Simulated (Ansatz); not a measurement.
Si2N2O (Cmc2₁, No. 36) was calculated with LDA in Ansatz (plane waves, PAW).

Run with plane-wave cutoff 500 eV, 8×8×8 k mesh, gaussian smearing 0.02 eV, scalar-relativistic PAW data made under PBE.

Cell (relaxed at this level):

```yaml
crystal:
  lattice:
    - [4.42945, -2.74124, 0.00000]
    - [4.42945, 2.74124, 0.00000]
    - [0.00000, 0.00000, 4.83337]
  atoms:
    - { symbol: Si, position: [0.32758, 0.02590, 0.72896] }
    - { symbol: Si, position: [0.67242, 0.97410, 0.22896] }
    - { symbol: Si, position: [0.97410, 0.67242, 0.72896] }
    - { symbol: Si, position: [0.02590, 0.32758, 0.22896] }
    - { symbol: N, position: [0.34229, 0.09457, 0.38396] }
    - { symbol: N, position: [0.65771, 0.90543, 0.88396] }
    - { symbol: N, position: [0.90543, 0.65771, 0.38396] }
    - { symbol: N, position: [0.09457, 0.34229, 0.88396] }
    - { symbol: O, position: [0.21069, 0.78931, 0.78143] }
    - { symbol: O, position: [0.78931, 0.21069, 0.28143] }
```

Q: Give the computed band gap.

A: 
* **band gap**: 4.99 eV (on the SCF k mesh)

The computed numbers hold no vibrational or temperature effects.

Ansatz is a first-principles code.
